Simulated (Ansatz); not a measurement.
## Ge: response to strain

Take Ge in the diamond structure (space group Fd-3m, No. 227) as the base.

```
CELL_PARAMETERS angstrom
      0.00000     2.88084     2.88084
      2.88084     0.00000     2.88084
      2.88084     2.88084     0.00000
ATOMIC_POSITIONS crystal
  Ge 0.00000 0.00000 0.00000
  Ge 0.25000 0.25000 0.25000
```

Strains are applied to the cell and any free atomic positions relax.

All numbers come from Ansatz (a first-principles code) PBE, no SOC.

Notes on the quantities. energy relative to the base: free energy F.

```csv
change,pressure,energy relative to the base,shortest interatomic distance
base,0.0 GPa,0 meV/atom,2.495 Å
isotropic strain −3.00 %,6.7 GPa,+40 meV/atom,2.420 Å
isotropic strain −2.50 %,5.4 GPa,+27 meV/atom,2.433 Å
isotropic strain −2.00 %,4.1 GPa,+17 meV/atom,2.445 Å
isotropic strain −1.50 %,3.0 GPa,+9.4 meV/atom,2.457 Å
isotropic strain −1.00 %,1.9 GPa,+4.1 meV/atom,2.470 Å
isotropic strain +0.50 %,___,___,2.507 Å
isotropic strain +1.50 %,-2.4 GPa,+8.4 meV/atom,2.532 Å
isotropic strain +2.00 %,-3.0 GPa,+15 meV/atom,2.545 Å
isotropic strain +3.00 %,-4.2 GPa,+32 meV/atom,2.570 Å
```

### Question
What belongs in the blanks?

### Answer

- isotropic strain +0.50 %, pressure: -0.9 GPa
- isotropic strain +0.50 %, energy relative to the base: +1.0 meV/atom

Whether these cells are dynamically stable was not tested.
